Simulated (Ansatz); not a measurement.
Equilibrium volume per atom of GaP (model structure, started from the h-BN type, P6₃/mmc, No. 194, 4 atoms in the cell) at several levels of theory

No measured value is used here.

```
level (code)         value (Å³/atom)
-------------------  ---------------
PBE (Ansatz)                   20.86
PBEsol (Ansatz)           (withheld)
PBE-D3(BJ) (Ansatz)            20.00
```

Q: Fill in the missing entries.

A: 
- PBEsol (Ansatz, a quantum-chemistry and plane-wave program), value (Å³/atom): 19.88

Ansatz's density-functional and Hartree–Fock values are scalar-relativistic unless marked +SOC, with PAW data made under PBE.

A model structure was made by putting elements into a prototype or built by hand; it is no filed structure, need not be a known phase, and can be a saddle point held by its symmetry.
